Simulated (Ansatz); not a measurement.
# hypothetical anti-perovskite Mg3PbO with two functionals, isotropic strain +4.81 %

Base system: Mg$_{3}$PbO in the anti-perovskite structure (space group Pm-3m, No. 221; a = 4.434 Å; a hypothetical phase, not in the database extracts checked).

(Cell as relaxed with PBE.)

Levels (all Ansatz, a first-principles code, PAW): PBE (420 eV, spin-orbit coupling left out); PBEsol (420 eV, no spin-orbit coupling).

Each level relaxes its own structure.

```tsv
base	PBE	PBEsol
volume per atom	17.44 Å³	16.86 Å³
lattice parameter a	4.434 Å	4.385 Å
band gap	zero	zero
```

Modification: an isotropic linear strain of +4.81 %, atoms relaxed at fixed cell.

```json
[
 {"quantity": "energy relative to the base (free energy F)", "PBE": "+62 meV/atom", "PBEsol": "?"},
 {"quantity": "pressure", "PBE": "-6.6 GPa", "PBEsol": "?"},
 {"quantity": "band gap", "PBE": "zero", "PBEsol": "?"}
]
```

Question: Predict the PBEsol column.

Answer: 
- energy relative to the base (free energy F), PBEsol: +65 meV/atom
- pressure, PBEsol: -7.2 GPa
- band gap, PBEsol: zero

PBE's energy relative to the base lies 2.8 meV/atom below PBEsol's; PBE's pressure lies 0.53 GPa above PBEsol's; the two agree on the band gap. Neither level is exact; PBEsol is the comparison here, not a measurement.

Whether these cells are dynamically stable was not tested. The final runs are not spin-polarised. A zero or small gap of Mg3PbO can be the functional's error rather than a property of the material.
